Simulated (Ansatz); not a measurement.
HfN under a change: biaxial strain −0.42 %, plane normal [111], relaxed out of plane

Take HfN in the rock salt structure (space group Fm-3m, No. 225; a = 4.502 Å; relaxed with 0.1 eV smearing) as the base. Axes: x, y, z lie along the cube axes.

Modification: compressive biaxial strain of 0.42 % in the plane normal to [111], as in epitaxy on a mismatched substrate; the out-of-plane cell vector and the atoms relax.

Method: PBEsol (Ansatz, a quantum-chemistry and plane-wave program), without spin-orbit coupling. k-mesh 22×22×22 (Γ-centred); smearing 0.1 eV (Fermi–Dirac).

```csv
quantity,base,changed,shift
volume per atom,11.40 Å³,11.35 Å³,-0.05 Å³
shortest interatomic distance,2.251 Å,2.247 Å,-0.0035 Å
energy relative to the base (free energy F),0 meV/atom,+0.6 meV/atom,+0.6 meV/atom
"pressure (mean of the normal stresses, compression positive)",0.0 GPa,1.3 GPa,+1.3 GPa
band gap,zero,zero,–
out-of-plane strain,–,+0.38 %,–
mean in-plane stress (compression positive),–,+2.0 GPa,–
```

Cost of the whole job for the changed cell (relaxation, final SCF and bands): about 2.2 core-minutes (a rough figure).

No phonon test of stability was made. The final runs are not spin-polarised. An odd electron count without spin: HfN.
